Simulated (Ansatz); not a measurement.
# Re under a change: biaxial strain +1.50 %, plane normal [001], relaxed out of plane

Consider Re in the hcp (Mg type) structure (space group P6_3/mmc, No. 194; a = 2.752 Å, c = 4.440 Å; relaxed with 0.1 eV smearing). Axes: x lies along a and z along c of the hexagonal cell.

The change: biaxial strain +1.50 %, plane normal [001], relaxed out of plane (Cartesian); in-plane vectors clamped, the third vector and the atoms free.

The values are results of PBEsol (Ansatz, a program for electronic structure; PAW; 420 eV plane waves; scalar-relativistic without spin-orbit coupling), not measurements. Γ-centred 24×24×13 mesh, Fermi–Dirac width 0.1 eV.

The volume per atom grows by 0.28 Å³ (14.56 Å³ → 14.84 Å³) and the space group remains P6_3/mmc (No. 194). The shortest interatomic distance decreases by 0.005 Å (2.730 Å → 2.725 Å) and the pressure (mean of the normal stresses, compression positive) goes from zero to -6.9 GPa. The band gap remains zero and the out-of-plane strain comes out as -1.04 %.

Whether these cells are dynamically stable was not tested. The final runs are not spin-polarised.
